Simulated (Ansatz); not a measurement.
F on the 1x1 (0001) surface of corundum (cut with top plane Al), one in a 1x1 cell, energies for each (20.0 Å²). Energies are against ½ F2(g), without zero-point or thermal terms; each row is named by its start (#2, #3: further inequivalent places of a kind).

Host crystal: corundum, with a band gap (PBE, scalar-relativistic without spin-orbit coupling).

These are PBE (plane waves to 420 eV, PAW; Ansatz, a first-principles code) values and carry that method's errors.

Model: 21-atom slab, 6.7 Å thick at the start under the adsorbate (thin: gaps and levels are the slab's own), 6x6x1 mesh, Fermi-Dirac 0.01 eV, dipole correction, 9 atoms held, the rest relaxed; each run with such symmetry as its start has; spin-polarised, no spin-orbit, no U, no dispersion correction.

A negative adsorption energy means that the adsorbate is more stable on the surface than in its reference. Starts that drift may end in the same place. Heights count from the host atoms within 0.3 Å of the top one. Moments of ungapped slabs depend on the mesh.

| starting site | E_ads (eV) | height (Å) | nearest host atom (Å) | bonded to | change of the vacuum step (eV) | lateral drift (Å) | moment (μB) |
|---|---|---|---|---|---|---|---|
| top Al | -2.24 | 1.65 | Al 1.65 | Al | 3.70 | 0.0 | 1.0 |
| top O | -2.24 | 1.65 | Al 1.65 | Al | 3.70 | 1.7 | 1.0 |
| over Al at depth 1.0 Å (the adsorbate is not bonded to the surface) | 0.56 | 1.78 | O 2.73 | none within bonding distance | 1.92 | 0.0 | 1.0 |
| over Al at depth 1.2 Å (the adsorbate is not bonded to the surface) | 0.57 | 1.82 | O 2.69 | none within bonding distance | 1.83 | 0.0 | 1.0 |
| hollow Al-O-O-O over O at depth 2.3 Å | -2.24 | 1.65 | Al 1.65 | Al | 3.70 | 1.6 | 1.0 |
| hollow Al-O-O-O over O at depth 2.3 Å #2 | -2.24 | 1.65 | Al 1.65 | Al | 3.70 | 1.6 | 1.0 |
| bridge O-O (span 2.6 Å) | -2.24 | 1.65 | Al 1.65 | Al | 3.70 | 2.1 | 1.0 |
